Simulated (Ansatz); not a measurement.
# GaSb: response to strain

The parent structure is GaSb in the zinc blende structure (space group F-43m, No. 216).

```xyz
2
Lattice="0.0000 3.0557 3.0557 3.0557 0.0000 3.0557 3.0557 3.0557 0.0000" Properties=species:S:1:pos:R:3 pbc="T T T"
Ga     0.0000     0.0000     0.0000
Sb     1.5279     1.5279     1.5279
```

Cartesian axes are those of the cell as printed.

Strains are applied to the cell and any free atomic positions relax; under biaxial strain the out-of-plane vector relaxes too.

Computed with PBEsol, PAW, 420 eV (Ansatz, an electronic-structure program; spin-orbit coupling left out).

Notes on the quantities. pressure: mean of the normal stresses, compression positive.

| case | band gap | pressure | volume per atom |
|---|---|---|---|
| base | zero | 0.0 GPa | 28.53 Å³ |
| biaxial strain −2.50 %, plane normal [111], relaxed out of plane | 0.12 eV | 2.2 GPa | 27.46 Å³ |
| biaxial strain −2.08 %, plane normal [111], relaxed out of plane | ___ | 1.8 GPa | 27.64 Å³ |
| biaxial strain −1.67 %, plane normal [111], relaxed out of plane | 0.10 eV | ___ | 27.81 Å³ |
| biaxial strain −1.25 %, plane normal [111], relaxed out of plane | 0.08 eV | 1.0 GPa | 27.99 Å³ |
| biaxial strain +0.42 %, plane normal [111], relaxed out of plane | zero | -0.3 GPa | 28.71 Å³ |
| biaxial strain +1.25 %, plane normal [111], relaxed out of plane | zero | -0.9 GPa | 29.07 Å³ |
| biaxial strain +1.67 %, plane normal [111], relaxed out of plane | zero | -1.2 GPa | 29.25 Å³ |
| biaxial strain +2.08 %, plane normal [111], relaxed out of plane | zero | -1.5 GPa | 29.43 Å³ |
| biaxial strain +2.50 %, plane normal [111], relaxed out of plane | zero | ___ | ___ |

Task: Some entries are withheld; estimate them.

Result: 
- biaxial strain −2.08 %, plane normal [111], relaxed out of plane, band gap: 0.11 eV
- biaxial strain −1.67 %, plane normal [111], relaxed out of plane, pressure: 1.4 GPa
- biaxial strain +2.50 %, plane normal [111], relaxed out of plane, pressure: -1.7 GPa
- biaxial strain +2.50 %, plane normal [111], relaxed out of plane, volume per atom: 29.61 Å³

With Sb present, leaving out spin-orbit coupling can change the band edges. No phonon test of stability was made. The final runs are not spin-polarised. Gaps under 0.05 eV, about the width of the smearing, are given as zero. The zero or small gap of GaSb can change with the level of theory.
